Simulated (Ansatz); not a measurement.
**A computed series for InPd: pressure series**

The reference is InPd in the CsCl type structure (space group Pm-3m, No. 221).

```
InPd
1.0
    3.24695     0.00000     0.00000
    0.00000     3.24695     0.00000
    0.00000     0.00000     3.24695
In Pd
1 1
Direct
  0.50000   0.50000   0.50000
  0.00000   0.00000   0.00000
```

Cell and atoms are relaxed at each pressure.

Computed with Ansatz (a quantum-chemistry and plane-wave program), PBEsol, PAW, cutoff 420 eV, spin-orbit coupling left out.

```tsv
pressure (GPa)	volume per atom (Å³/atom)
-2	17.380
-1	17.245
0	17.116
0.9	17.005
2.1	16.865
4.5	16.607
9	?
15	15.702
30	14.778
```

Fit the third-order Birch–Murnaghan form P(V) = (3B₀/2)[(V₀/V)^(7/3) − (V₀/V)^(5/3)]·[1 + (3/4)(B₀′ − 4)((V₀/V)^(2/3) − 1)] (squares taken in P) to the rows shown and predict the withheld row.

Least squares on the printed values gives V₀ = 17.116 Å³/atom, B₀ = 138 GPa, B₀′ = 5.4; this predicts 16.181 Å³/atom, and the run gives 16.182 Å³/atom, in agreement.

Load acts through the strain it causes; cell and atoms are relaxed under it. No phonon test of stability was made. Competing high-pressure phases were not computed. All final runs are without spin polarisation.
